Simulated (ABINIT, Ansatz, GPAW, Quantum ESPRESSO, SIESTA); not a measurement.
## One structure in several programs: PbO2 (P4_2/mnm, 6 atoms in the cell)

Self-consistent single point.

```xyz
6
Lattice="4.8881 0.0000 0.0000 0.0000 4.8881 0.0000 0.0000 0.0000 3.3360" Properties=species:S:1:pos:R:3 pbc="T T T"
Pb     0.0000     0.0000     0.0000
Pb     2.4440     2.4440     1.6680
O      1.5027     1.5027     0.0000
O      3.3853     3.3853     0.0000
O      0.9413     3.9468     1.6680
O      3.9468     0.9413     1.6680
```

Shared settings, as Ansatz (a first-principles code) writes them: kpoints.mp_grid.grid = 3 3 5; scf.occupations.method = gaussian; scf.occupations.width = 0.136 eV. Potentials and cutoffs stand in the table.

```csv
code,model,pressure (GPa),largest force (eV/Å),cutoff
Ansatz,"PBE, default PAW files",17.02,0.244,default
SIESTA,"GGA PBE, numerical atomic orbitals DZP, PseudoDojo PBE standard norm-conserving potentials (rewritten from UPF to PSML)",22.83,0.178,grid 400 Ry
ABINIT,"PBE, PAW (JTH v2.0 PBE PAW)",18.04,0.255,24 Ha
GPAW,"PBE, GPAW PAW datasets PBE (gpaw-data 1.0.1)",–,0.225,950 eV
Quantum ESPRESSO,"PBE, GBRV 1.5 ultrasoft (PBE) pseudopotentials",16.98,0.239,40 Ry
```

A dash marks a value that a program does not give, or that is left out as unsure.

On Ansatz's run: spin-orbit coupling is off.

The spread over the programs that give each value: pressure within 5.85 GPa; largest force within 0.077 eV/Å.

SIESTA uses small atom-centred bases, whose incompleteness enters pressures, forces and empty levels differently from a plane-wave cutoff. Ansatz's pressure is given at a fixed set of plane waves, as the other plane-wave codes print theirs; with its correction for the finite basis it is 17.60 GPa (the shift of 0.58 GPa shows how far the cutoff is from converged). The pressure of GPAW is left out: its cutoff lies under the one at which its stress was checked. In the pressure, SIESTA (by 5.82) and ABINIT (by 1.02) lie more than 1 GPa from the median of the plane-wave programs.

On the base mesh (6 6 8) the same programs gave: Ansatz pressure 16.58 GPa; Quantum ESPRESSO pressure 16.55 GPa; ABINIT pressure 17.64 GPa; SIESTA pressure 22.52 GPa.

The values differ from the base mesh's, so the mesh still matters here: the table compares the programs at equal settings.

The starting cell comes from a database of computed structures (which also holds hypothetical and non-ambient phases and stackings), without a prior relaxation at this level. Its lattice was rescaled by a random factor within 2.5 % of one.

Left out of this page: CP2K (on another mesh); Elk (not drawn, or without a comparable value).

Keys are those of Ansatz 0.2.
